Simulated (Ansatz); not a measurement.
Troubleshooting Ansatz (a quantum-chemistry and plane-wave program): a failed run on a (111) slab of Mg7W (cut from a parent of space group no. 187; 24 atoms in the cell). The aim is a self-consistent single point with DFT, PBE, plane waves, default PAW files.

Cell that was meant: a = 8.1191 Å, b = 8.1191 Å, c = 18.6586 Å, α = 90.00°, β = 90.00°, γ = 94.75°.

Part of the input:

Ansatz 0.2 input:
```yaml
    - [-0.672402, 8.091189, 0.000000]
    - [0.000000, 0.000000, 18.658600]
  atoms:
    - { symbol: Mg, position_ang: [0.181717, 0.983783, 0.395880] }
    - { symbol: Mg, position_ang: [0.003564, 0.665436, 0.325966] }
    - { symbol: Mg, position_ang: [0.680737, 0.484767, 0.396850] }
    - { symbol: Mg, position_ang: [0.525570, 0.828619, 0.396365] }
    - { symbol: Mg, position_ang: [0.826102, 0.996802, 0.330369] }
    - { symbol: Mg, position_ang: [0.334931, 0.487972, 0.321562] }
    - { symbol: Mg, position_ang: [0.015144, 0.318186, 0.396365] }
    - { symbol: Mg, position_ang: [0.540546, 0.624955, 0.536659] }
    - { symbol: Mg, position_ang: [0.362393, 0.306608, 0.466764] }
    - { symbol: Mg, position_ang: [0.039564, 0.125939, 0.537648] }
    - { symbol: Mg, position_ang: [0.884399, 0.469791, 0.537144] }
    - { symbol: Mg, position_ang: [0.184928, 0.637982, 0.471167] }
    - { symbol: Mg, position_ang: [0.693760, 0.129143, 0.462360] }
    - { symbol: Mg, position_ang: [0.373968, 0.959364, 0.537144] }
    - { symbol: Mg, position_ang: [0.899375, 0.266127, 0.677438] }
    - { symbol: Mg, position_ang: [0.721218, 0.947778, 0.607543] }
    - { symbol: Mg, position_ang: [0.398389, 0.767109, 0.678427] }
    - { symbol: Mg, position_ang: [0.243225, 0.110963, 0.677942] }
    - { symbol: Mg, position_ang: [0.543757, 0.279154, 0.611946] }
    - { symbol: Mg, position_ang: [0.052590, 0.770322, 0.603139] }
    - { symbol: Mg, position_ang: [0.732797, 0.600536, 0.677942] }
    - { symbol: W, position_ang: [0.502398, 0.164267, 0.325966] }
    - { symbol: W, position_ang: [0.861222, 0.805446, 0.466764] }
    - { symbol: W, position_ang: [0.220048, 0.446617, 0.607543] }
basis:
  ecutwfc: 420.0
kpoints:
```

Output (repeated stretches shortened):

```
WARN ansatz: RAYON_NUM_THREADS=1 ignored (pool sized by the plan → 1); use --threads N
Pseudopotentials: kind: paw
Pseudopotential: Mg, paw, valence charge 10
Pseudopotential: W, paw, valence charge 14
Error: SCF: the overlap matrix is not positive definite, so this SCF or pass stopped before solving anything: energies and bands computed with it would not be physical. With PAW pseudopotential files every eigenvalue of that matrix must be above 0; at 5 of 5 k-points the lowest is not, and the worst, at k-point 3 (counted from zero), is -2.8e-1 (as computed, with no allowance for rounding). The cause is the files, the structure or the cutoff, not the eigensolver. Where the projector spheres of two atoms overlap (a projector without an augmentation charge has none), move the closest atoms apart or use files with smaller projector spheres; norm-conserving files [...]
```

Q: From the messages shown, name the fault and mend the input.

A: The fault is this: fractional positions typed under position_ang; here the program stops on it instead of giving results. To fix it, make label and numbers agree, by changing either. The program stopped before any SCF iteration.

On the sound input: the starting cell comes from a database of computed structures (which also holds hypothetical and non-ambient phases and stackings), without a prior relaxation at this level. The slab is cut from that crystal, and its faces are unrelaxed. Its lattice was rescaled in the plane by a random factor within 2.5 % of one. Spin polarisation is off. The two faces of this cut differ, and no dipole correction was used. Forces in this geometry exceed 1 eV/Å.
